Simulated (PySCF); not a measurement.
PySCF 2.14.0, PBE0/def2-svp, df: Hf(S)(NH2)2 ([NH2][Hf]([NH2])=[S]), 8 atoms. The geometry is a generated start, not checked to be a minimum at this level.

| Item | Result |
|---|---|
| task | energy |
| method | pbe0 |
| basis | def2-svp |
| two-electron scheme | density fitting |
| mol.max_memory | 3000 MB |
| mf.max_cycle | 100 |
| mf.init_guess | minao (default) |
| mf.conv_tol | 1e-09 (default) |
| mf.grids.level | 3 (default) |
| effective core potentials | those of the basis set, past Kr |
| basis functions | 98 |
| grid points | 109712 |

```xyz
8

Hf    -0.3598    -0.4116     0.0193
S     -1.8846    -2.1054     0.2013
N     -0.7620     1.0762    -1.2967
H     -0.2028     1.9192    -1.4098
H     -1.6167     1.2210    -1.8321
N      1.2797    -0.5371     1.2037
H      2.0591     0.1180     1.2466
H      1.4871    -1.2804     1.8678
```

Charge 0 and multiplicity 1 are set for this test and not shown to be the ground state.

With the defaults (mf.DIIS = CDIIS, mf.diis = true, mf.damp = 0, mf.diis_start_cycle = 1, mf.diis_space = 8, mf.level_shift = 0) it converges in 12 Fock builds. One run each on 2 threads, 1 BLAS thread, with these changes:
- mf.level_shift = 0.3 Hartree
- mf.diis = false
- mf.DIIS = EDIIS
- mf.damp = 0.7, mf.diis_start_cycle = 8
- mf.damp = 0.3, mf.diis_start_cycle = 4
- mf.diis = false, mf.damp = 0.7, mf.diis_start_cycle = 999
- mf.level_shift = 0.1 Hartree
- mf.DIIS = ADIIS
- mf.diis_space = 5

Which runs fail or end elsewhere than the default run?

No convergence: mf.DIIS = EDIIS; mf.diis = false (the run ends without SCF convergence in 100 cycles). The rest reach the solution of the defaults.

| setting | Fock builds | end |
|---|---|---|
| the defaults | 12 | same solution |
| mf.diis_space = 5 | 13 | same solution |
| mf.damp = 0.7, mf.diis_start_cycle = 8 | 16 | same solution |
| mf.level_shift = 0.1 Hartree | 16 | same solution |
| mf.damp = 0.3, mf.diis_start_cycle = 4 | 18 | same solution |
| mf.DIIS = ADIIS | 20 | same solution |
| mf.level_shift = 0.3 Hartree | 24 | same solution |
| mf.diis = false, mf.damp = 0.7, mf.diis_start_cycle = 999 | 30 | same solution |
| mf.DIIS = EDIIS | 101 | no convergence |
| mf.diis = false | 101 | no convergence |
